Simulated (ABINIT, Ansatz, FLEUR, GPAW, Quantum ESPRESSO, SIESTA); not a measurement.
## One structure in several programs: HfAu (P4/nmm, 4 atoms in the cell)

Self-consistent single point.

```yaml
crystal:
  lattice:
    - [3.48386, 0.00000, 0.00000]
    - [0.00000, 3.48386, 0.00000]
    - [0.00000, 0.00000, 6.32052]
  atoms:
    - { symbol: Hf, position: [0.00000, 0.50000, 0.85158] }
    - { symbol: Hf, position: [0.50000, 0.00000, 0.14842] }
    - { symbol: Au, position: [0.00000, 0.50000, 0.37143] }
    - { symbol: Au, position: [0.50000, 0.00000, 0.62857] }
```

Shared settings, as Ansatz (a quantum-chemistry and plane-wave program) writes them: kpoints.mp_grid.grid = 5 5 3; scf.occupations.method = gaussian; scf.occupations.width = 0.1 eV. Potentials and cutoffs stand in the table.

```tsv
code	model	pressure (GPa)	largest force (eV/Å)	cutoff
GPAW	PBEsol, GPAW PAW datasets PBEsol (made by gpaw-setup)	-2.04	0.107	600 eV
FLEUR	PBEsol, all-electron FLAPW (FLEUR), scalar-relativistic valence	–	0.070	Kmax 4 1/bohr
Ansatz	PBEsol, PAW files made with PBE	-2.90	0.057	default
SIESTA	GGA PBEsol, numerical atomic orbitals TZP, PseudoDojo PBEsol standard norm-conserving potentials (rewritten from UPF to PSML)	-7.22	0.098	grid 300 Ry
ABINIT	PBEsol, norm-conserving pseudopotentials (PseudoDojo nc-sr-04 PBEsol standard)	-2.92	0.033	38 Ha
Quantum ESPRESSO	PBEsol, GBRV 1.5 ultrasoft (PBESOL) pseudopotentials	-3.60	0.027	40 Ry
```

A dash marks a value that a program does not give, or that is left out as unsure.

On Ansatz's run: spin-orbit coupling is off.

The spread over the programs that give each value: pressure within 5.18 GPa; largest force within 0.080 eV/Å.

SIESTA uses small atom-centred bases, whose incompleteness enters pressures, forces and empty levels differently from a plane-wave cutoff. FLEUR treats all electrons, but the usual bases taken here (sphere radii, linearisation, local orbitals, empty states) were not tested for convergence, so the values are no reference for the others. Ansatz's pressure is given at a fixed set of plane waves, as the other plane-wave codes print theirs; with its correction for the finite basis it is -2.86 GPa. In the pressure, SIESTA (by 4.31) lies more than 1 GPa from the median of the plane-wave programs.

On the base mesh (8 8 4) the same programs gave: Ansatz pressure -2.67 GPa; Quantum ESPRESSO pressure -3.37 GPa; ABINIT pressure -2.69 GPa; GPAW pressure -1.81 GPa; SIESTA pressure -6.99 GPa.

The starting cell comes from a database of computed structures (which also holds hypothetical and non-ambient phases and stackings), without a prior relaxation at this level.

Left out of this page: CP2K (on another mesh); Elk (not drawn, or without a comparable value).

Keys are those of Ansatz 0.2.
